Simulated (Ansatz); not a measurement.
Base system: Sn in the diamond structure (space group Fd-3m, No. 227; a = 6.656 Å; relaxed with 0.1 eV smearing). Axes: x, y, z lie along the cube axes.

All numbers come from Ansatz (a program for electronic structure) PBE, no SOC, earlier PAW set.

Modification: the cell is scaled by 0.9814 in all directions; the atoms relax in the strained cell.

Q: Predict the stress tensor and what it implies for the stiffness.

A: Stress of the strained cell less that of the base (GPa, compression positive):
```
    2.3     0.0     0.0
    0.0     2.3     0.0
    0.0     0.0     2.3
```

Then B = −ΔP/(ΔV/V₀) with ΔV/V₀ = -0.0548 gives secant stiffness values (nonlinear terms included at this strain): B ≈ 42 GPa.

As a check, the harmonic strain energy −½ V₀ Δσ:ε is 15 meV/atom; the computed energy rise is 14 meV/atom.

No phonon test of stability was made.
